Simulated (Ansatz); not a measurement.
## A computed series for Ru: pressure series

The parent structure is Ru in the hcp (Mg type) structure (space group P6_3/mmc, No. 194; a = 2.722 Å, c = 4.291 Å).

Cell and atoms are relaxed at each pressure.

Levels (all Ansatz, a quantum-chemistry and plane-wave program, PAW): PBE (420 eV, no SOC); PBEsol (420 eV, without spin-orbit coupling).

The base cell above is that of PBE; each level relaxes its own structures.

| case | lattice parameter a, PBE | lattice parameter a, PBEsol |
|---|---|---|
| pressure −2 GPa | 2.728 Å | 2.697 Å |
| pressure −1 GPa | 2.725 Å | 2.695 Å |
| pressure 3 GPa | 2.713 Å | 2.684 Å |
| pressure 7 GPa | 2.702 Å | [?] |
| pressure 15 GPa | 2.681 Å | 2.655 Å |
| pressure 30 GPa | 2.648 Å | [?] |
| pressure 50 GPa | 2.611 Å | [?] |
| pressure 75 GPa | 2.573 Å | 2.554 Å |
| pressure 100 GPa | 2.540 Å | [?] |

**Question.** What belongs in the blanks?

**Answer.** 
- pressure 7 GPa, lattice parameter a, PBEsol: 2.674 Å
- pressure 30 GPa, lattice parameter a, PBEsol: 2.625 Å
- pressure 50 GPa, lattice parameter a, PBEsol: 2.590 Å
- pressure 100 GPa, lattice parameter a, PBEsol: 2.524 Å

PBE lies above PBEsol in every row, by 0.017 Å to 0.031 Å. They put the cases in the same order.

Load acts through the strain it causes; cell and atoms are relaxed under it. Stability against distortions was not tested. No other phases were tried under pressure. All final runs are without spin polarisation.
